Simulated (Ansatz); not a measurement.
Band structure of TaGa3 (I4/mmm, 4 atoms in the cell).

```yaml
crystal:
  lattice:
    - [-1.89517, 1.89517, 4.33188]
    - [1.89517, -1.89517, 4.33188]
    - [1.89517, 1.89517, -4.33188]
  atoms:
    - { symbol: Ta, position: [0.00000, 0.00000, 0.00000] }
    - { symbol: Ga, position: [0.50000, 0.50000, 0.00000] }
    - { symbol: Ga, position: [0.75000, 0.25000, 0.50000] }
    - { symbol: Ga, position: [0.25000, 0.75000, 0.50000] }
```

Method: LDA (PW92), PAW files made with PBE (plane waves; Ansatz, an electronic-structure program).

Settings: kpoints.mp_grid.grid = 9 9 9; hamiltonian.xc = lda; hamiltonian.pseudopotentials = {kind: paw} (the program's default PAW files); scf.occupations.method = fermi_dirac; scf.occupations.width = 0.0073 Ry; kpoints.band_path.npoints = 8.

The starting cell comes from a database of computed structures (which also holds hypothetical and non-ambient phases and stackings), without a prior relaxation at this level. Spin-orbit coupling is off. Spin polarisation is off.

Levels in eV from the Fermi level, bands 23 to 30:
```tsv
point	23	24	25	26	27	28	29	30
Γ	-2.84	-2.50	-2.50	-0.53	0.56	1.40	1.40	3.43
X	-4.72	-3.83	-3.57	-2.46	1.51	1.70	1.85	2.93
Y	-4.85	-3.39	-2.86	-2.29	0.99	1.79	2.13	2.67
S	-2.61	-2.11	-1.70	-0.27	0.22	1.18	1.95	2.91
Z	-1.86	-1.86	-1.33	0.17	0.17	0.60	3.10	3.86
S1	-2.61	-2.11	-1.70	-0.27	0.22	1.18	1.95	2.91
N	-4.69	-2.66	-1.56	-0.43	1.17	2.12	2.21	2.93
P	-5.55	-3.05	-3.05	-2.35	0.51	1.52	1.70	2.62
Y1	-4.85	-3.39	-2.86	-2.29	0.99	1.79	2.13	2.67
```

Bands cross the Fermi level along this path, so the cell is metallic at this level.

Keys are those of Ansatz 0.2.
